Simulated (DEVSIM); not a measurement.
Structure: abrupt GaP p-n junction, at 250 K.

Layer 1 from the left is GaP, thickness (μm) 0.740, Na (cm⁻³) 2e16, τn (s) 1.1e-7, τp (s) 1.1e-7. Layer 2 from the left is GaP, thickness (μm) 21.0, Nd (cm⁻³) 1.6e17, τn (s) 1.1e-7, τp (s) 1.1e-7.

Left contact: ohmic. Right contact: ohmic. Voltage is applied to the left contact. Recombination: SRH at mid-gap, radiative, Auger. Mobility is constant in doping.

This is a model device: material constants are rounded textbook-type values typed into the input, and sizes, dopings and lifetimes were drawn at random. Values at 300 K; Nc and Nv go as T^1.5, mobilities as T to minus their exponent, the gap by Varshni's rule with the affinity fixed.

GaP: gap (eV) 2.26, affinity (eV) 3.8, permittivity 11.1, Nc (cm⁻³) 1.8e19, Nv (cm⁻³) 1.9e19, μn (cm²/Vs) 250, μp (cm²/Vs) 150, T exponent of μn 1.6, T exponent of μp 1.98, B (cm³/s) 1e-13, Cn (cm⁶/s) 1e-30, Cp (cm⁶/s) 1e-30, Varshni α (eV/K) 0.00058, Varshni β (K) 372.

Model (solved in DEVSIM): 1D drift-diffusion, Boltzmann statistics, complete ionisation; no tunnelling, impact ionisation, image-force lowering or self-heating.

Dark forward current:

| |V| (V) | |J| (A/cm²) |
|---|---|
| 0.90 | 1.479e-13 |
| 0.95 | 4.837e-13 |
| 1.00 | 1.584e-12 |
| 1.05 | 5.194e-12 |
| 1.10 | 1.706e-11 |
| 1.15 | 5.613e-11 |
| 1.20 | 1.851e-10 |
| 1.25 | 6.118e-10 |
| 1.30 | 2.029e-9 |
| 1.35 | 6.770e-9 |
| 1.40 | 2.284e-8 |
| 1.45 | 7.911e-8 |
| 1.50 | 2.924e-7 |
| 1.55 | 1.251e-6 |
| 1.60 | 6.863e-6 |
| 1.65 | 4.949e-5 |
| 1.70 | 0.0004294 |
| 1.75 | 0.004065 |
| 1.80 | 0.03975 |
| 1.85 | 0.3912 |
| 1.90 | 3.706 |
| 1.95 | 27.10 |
| 2.00 | 103.3 |
| 2.05 | 227.7 |
| 2.10 | 380.7 |
| 2.15 | 553.4 |

Q: Work out the local ideality factor n = ΔV / (kT/q · ln(J2/J1)) between the rows 0.90 and 0.95 V, 1.80 and 1.85 V, 2.10 and 2.15 V.

A: kT/q = 21.54 mV. From 0.90 to 0.95 V: ln(4.837e-13/1.479e-13) = 1.185, n = 1.96, near the 2 of recombination in the depletion region. From 1.80 to 1.85 V: ln(0.3912/0.03975) = 2.287, n = 1.02, near the 1 of diffusion or emission over a barrier. From 2.10 to 2.15 V: ln(553.4/380.7) = 0.374, n = 6.21.

Q: Estimate the current at 1.80 V from the Shockley equation with J0 = Σ q ni² D/(N L) coth(W/L), τ joining the SRH, radiative and Auger lifetimes that are on, and W taken as the whole layer.

A: ni² = 2.18e-8 cm⁻⁶; electrons in the p layer: μ = 335 cm²/Vs, D = 7.21 cm²/s, τ = 1.10e-7 s, L = 8.90 μm, W/L = 0.083, term 1.71e-38 A/cm²; holes in the n layer: μ = 215 cm²/Vs, D = 4.64 cm²/s, τ = 1.09e-7 s, L = 7.12 μm, W/L = 2.9, term 1.43e-40 A/cm². J0 = 1.72e-38 A/cm², and J = J0 exp(qV/kT) = 0.0337 A/cm². The simulation gives 0.0398 A/cm²; the estimate lies 15 % below. The estimate leaves out recombination in the depletion region and that region's share of W.
